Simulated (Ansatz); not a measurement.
Base system: SrTiO3 in the cubic perovskite structure (space group Pm-3m, No. 221).

```
SrTiO3
1.0
    3.85418     0.00000     0.00000
    0.00000     3.85418     0.00000
    0.00000     0.00000     3.85418
Sr Ti O
1 1 3
Direct
  0.00000   0.00000   0.00000
  0.50000   0.50000   0.50000
  0.50000   0.00000   0.50000
  0.00000   0.50000   0.50000
  0.50000   0.50000   0.00000
```

Cartesian axes are those of the cell as printed.

All numbers come from plane-wave PAW DFT at the LDA level (Ansatz, a first-principles code, 420 eV), no spin-orbit coupling.

Now apply this change: the cell is stretched by 1.20 % along z with no lateral relaxation; the atoms relax in the strained cell.

Predict the stress tensor and what it implies for the stiffness.

Stress of the strained cell less that of the base (GPa, compression positive):
```
  -1.29    0.00    0.00
   0.00   -1.29    0.00
   0.00    0.00   -4.32
```

Then −Δσ_ii/ε with ε = 0.0120 gives relaxed-ion elastic constants: C33 ≈ 360 GPa, C13 ≈ 108 GPa and C23 ≈ 108 GPa.

Stability against distortions was not tested. The final runs are not spin-polarised. Many cubic perovskites are stable only at high temperature; tilts and polar distortions were not tested.
